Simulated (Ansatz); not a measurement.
## TiAl3, response to strain

Base system: TiAl3 (space group I4/mmm, No. 139; a = 3.846 Å, c = 8.620 Å).

Strains are applied to the cell and any free atomic positions relax.

All numbers come from Ansatz (a first-principles code) PBE, no spin-orbit coupling.

Notes on the quantities. pressure: mean of the normal stresses, compression positive.

```json
[
 {"isotropic strain (%)": "-1.2", "pressure (GPa)": "4.1"},
 {"isotropic strain (%)": "-0.52", "pressure (GPa)": "?"},
 {"isotropic strain (%)": "0", "pressure (GPa)": "0.0"},
 {"isotropic strain (%)": "0.59", "pressure (GPa)": "-1.8"},
 {"isotropic strain (%)": "5", "pressure (GPa)": "-11.4"}
]
```

Fit P = P₀ − Bδ + Cδ² with δ = (1 + ε)³ − 1 to the rows shown and predict the withheld row.

Least squares on the printed values gives P₀ = 0.0 GPa, B = 107 GPa (at held cell shape), C = 218 GPa (largest residual 0.0 GPa); this predicts 1.7 GPa, and the run gives 1.7 GPa, in agreement.

Whether these cells are dynamically stable was not tested. All final runs are without spin polarisation.
